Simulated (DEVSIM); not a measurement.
Device: abrupt In0.53Ga0.47As p-n junction, at 400 K.

Layer 1 from the left is In0.53Ga0.47As, thickness (μm) 0.150, Na (cm⁻³) 9.3e16, τn (s) 3.9e-9, τp (s) 3.9e-9. Layer 2 from the left is In0.53Ga0.47As, thickness (μm) 12.0, Nd (cm⁻³) 3.9e16, τn (s) 3.9e-9, τp (s) 3.9e-9.

Left contact: ohmic. Right contact: ohmic. Voltage is applied to the left contact. Recombination: SRH at mid-gap, Auger. Mobility is μmin + (μ − μmin)/(1 + (N/Nref)^α).

Constants are typed, rounded textbook-type inputs, not results; the design itself was drawn at random and stands for no fabricated device. Values at 300 K; Nc and Nv go as T^1.5, mobilities as T to minus their exponent, the gap by Varshni's rule with the affinity fixed.

In0.53Ga0.47As: gap (eV) 0.74, affinity (eV) 4.51, permittivity 13.9, Nc (cm⁻³) 2.1e17, Nv (cm⁻³) 7.7e18, μn (cm²/Vs) 12000, μp (cm²/Vs) 300, μn,min 300, μp,min 10, Nref,n 1.3e17, Nref,p 4.9e17, αn 0.48, αp 0.4, T exponent of μn 1.6, T exponent of μp 1.6, Cn (cm⁶/s) 5e-29, Cp (cm⁶/s) 5e-29, Varshni α (eV/K) 0.00035, Varshni β (K) 190.

Simulated with DEVSIM: 1D drift-diffusion, Boltzmann statistics, complete ionisation; no tunnelling, impact ionisation, image-force lowering or self-heating.

Dark forward current:

| |V| (V) | |J| (A/cm²) |
|---|---|
| 0.05 | 0.3408 |
| 0.10 | 1.734 |
| 0.15 | 7.429 |
| 0.20 | 30.18 |
| 0.25 | 113.6 |
| 0.30 | 357.4 |
| 0.35 | 852.8 |
| 0.40 | 1582 |
| 0.45 | 2477 |

Work out the local ideality factor n = ΔV / (kT/q · ln(J2/J1)) between the rows 0.15 and 0.20 V, 0.40 and 0.45 V.

kT/q = 34.47 mV. From 0.15 to 0.20 V: ln(30.18/7.429) = 1.402, n = 1.03, near the 1 of diffusion or emission over a barrier. From 0.40 to 0.45 V: ln(2477/1582) = 0.448, n = 3.24; the layers' resistance at their doping, Σ W/(qμN) = 4.7e-5 Ω cm², would take 42 mV of this step of 50 mV.

Estimate the current at 0.15 V from the Shockley equation with J0 = Σ q ni² D/(N L) coth(W/L), τ joining the SRH, radiative and Auger lifetimes that are on, and W taken as the whole layer.

ni² = 4.43e27 cm⁻⁶; electrons in the p layer: μ = 4180 cm²/Vs, D = 144 cm²/s, τ = 3.89e-9 s, L = 7.49 μm, W/L = 0.020, term 0.0732 A/cm²; holes in the n layer: μ = 141 cm²/Vs, D = 4.84 cm²/s, τ = 3.90e-9 s, L = 1.37 μm, W/L = 8.7, term 0.000641 A/cm². J0 = 0.0739 A/cm², and J = J0 exp(qV/kT) = 5.73 A/cm². The simulation gives 7.43 A/cm²; the estimate lies 23 % below. The estimate leaves out recombination in the depletion region and that region's share of W.
